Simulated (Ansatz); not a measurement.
## A computed series for SiS2: pressure series

Consider SiS$_{2}$ (space group I-42d, No. 122).

```xyz
6
Lattice="-2.7780 2.7780 4.3472 2.7780 -2.7780 4.3472 2.7780 2.7780 -4.3472" Properties=species:S:1:pos:R:3 pbc="T T T"
Si     0.0000     2.7780     2.1736
Si     0.0000     0.0000     0.0000
S      1.3890     1.2089    -1.0868
S      1.2089     4.1670     1.0868
S      1.3890     1.5691     3.2604
S      1.5691    -1.3890     5.4341
```

Cell and atoms are relaxed at each pressure.

Computed with r2SCAN (Ansatz, an electronic-structure program; PAW; 500 eV plane waves; spin-orbit coupling left out), earlier PAW set.

Candidates:
(a) pressure 5 GPa
(b) pressure 7.5 GPa
(c) pressure 0.7 GPa
(d) pressure 10 GPa
(e) pressure 1.5 GPa

Base values:

| Property | Result |
|---|---|
| Band gap | 3.54 eV |

Problem. Order them by band gap, lowest first.

Solution. (d) pressure 10 GPa (2.49 eV), (b) pressure 7.5 GPa (2.64 eV), (a) pressure 5 GPa (2.83 eV), (e) pressure 1.5 GPa (3.30 eV), (c) pressure 0.7 GPa (3.43 eV)

Load acts through the strain it causes; cell and atoms are relaxed under it. Whether these cells are dynamically stable was not tested. Competing high-pressure phases were not computed.
